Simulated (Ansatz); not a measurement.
**Fermi-surface data of Ti2AlC (P6_3/mmc)**

Input:

```
CELL_PARAMETERS angstrom
      3.03747     0.00000     0.00000
     -1.51873     2.63052     0.00000
      0.00000     0.00000    13.63721
ATOMIC_POSITIONS crystal
  Ti 0.33333 0.66667 0.08332
  Ti 0.66667 0.33333 0.91668
  Ti 0.66667 0.33333 0.58332
  Ti 0.33333 0.66667 0.41668
  Al 0.33333 0.66667 0.75000
  Al 0.66667 0.33333 0.25000
  C  0.00000 0.00000 0.00000
  C  0.00000 0.00000 0.50000
```

All values below come from PBEsol, rigid bands (plane waves, PAW, scalar-relativistic; Ansatz, a program for electronic structure). How the cell was made: cell and atoms relaxed with PBEsol.

```
Property                                                            Result
------------------------------------  ------------------------------------
density of states at the Fermi level     2.53 states/(eV·cell), both spins
bare Sommerfeld coefficient                      0.74 mJ/(mol of atoms·K²)
Drude plasma energy                           4.4 (x), 4.4 (y), 2.1 (z) eV
root-mean-square Fermi velocity                                  4.9e5 m/s
resistivity times τ                   25 (x), 25 (y), 110 (z) ×10⁻²² Ω·m·s
```

A metal at this level (no band gap); rigid bands, thermally averaged at 300 K, both spins. Spin-orbit coupling is left out. τ is one relaxation time for all states.

Computed structure, not matched to a measured one here, so possibly hypothetical: Ti2AlC (P6_3/mmc).
